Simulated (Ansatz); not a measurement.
BeTe under a change: isotropic strain −3.00 %

Take BeTe in the zinc blende structure (space group F-43m, No. 216; a = 5.604 Å) as the base.

The change: the cell is scaled by 0.9700 in all directions; the atoms relax in the strained cell.

Computed with PBEsol (Ansatz, a quantum-chemistry and plane-wave program; PAW; 420 eV plane waves; no spin-orbit coupling). k-mesh 10×10×10 (Γ-centred); smearing 0.05 eV (Fermi–Dirac).

- Volume per atom = 20.08 Å³ (base 22.00 Å³)
- Space group = F-43m (No. 216) (base F-43m (No. 216))
- Shortest interatomic distance = 2.354 Å (base 2.427 Å)
- Energy relative to the base (free energy F) = +37 meV/atom
- Pressure = 6.62 GPa (base 0.01 GPa)
- Band gap = 1.59 eV (base 1.84 eV)
- Gap character = indirect, Γ → X (base indirect, Γ → X)
- Smallest direct gap = 3.52 eV (base 3.61 eV)
- Mean gap deformation potential ΔEg/Δln V = +2.6 eV
- Width of the top valence band = 3.77 eV (base 3.30 eV)
- Electron mass = 1.2 mₑ along k, 0.23 mₑ across (at X) (base 1.4 mₑ along k, 0.25 mₑ across (at X))
- Hole mass (degenerate bands, along [100]) = 0.21, 0.29, 0.29 mₑ (at Γ) (base 0.20, 0.33, 0.33 mₑ (at Γ))

Final structure:

```yaml
crystal:
  lattice:
    - [0.00000, 2.71810, 2.71810]
    - [2.71810, 0.00000, 2.71810]
    - [2.71810, 2.71810, 0.00000]
  atoms:
    - { symbol: Be, position: [0.00000, 0.00000, 0.00000] }
    - { symbol: Te, position: [0.25000, 0.25000, 0.25000] }
```

Spin-orbit coupling, missing from the scalar runs, can matter with Te. Masses are band curvatures over ±0.01 Å⁻¹ around the edge. Along k means along the line from Γ to the band edge. Stability against distortions was not tested.
